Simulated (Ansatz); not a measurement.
## PtS: isotropic strain +4.08 %

Base system: PtS (space group P4_2/m, No. 84; a = 6.3973 Å, c = 6.5735 Å; a cell from a computed database, its experimental status unchecked).

Now apply this change: the cell is scaled by 1.0408 in all directions, atoms relaxed at fixed cell.

The values are results of DFT with PBEsol, PAW potentials and a 420 eV plane-wave cutoff in Ansatz (a program for electronic structure), scalar-relativistic without spin-orbit coupling, not measurements. Γ-centred 4×4×4 mesh, Fermi–Dirac width 0.05 eV.

```tsv
quantity	base	changed	shift
space group	P4_2/m (No. 84)	P4_2/m (No. 84)	–
shortest interatomic distance	2.304 Å	2.355 Å	+0.051 Å
energy relative to the base (free energy F)	0 meV/atom	+111 meV/atom	+111 meV/atom
band gap (uncertain: the Fermi level lies in a band; the changed cell)	0.27 eV	0.12 eV	-0.15 eV
```

Spin-orbit coupling, missing from the scalar runs, can matter with Pt. Stability against distortions was not tested. A zero or small gap of PtS can be the functional's error rather than a property of the material.
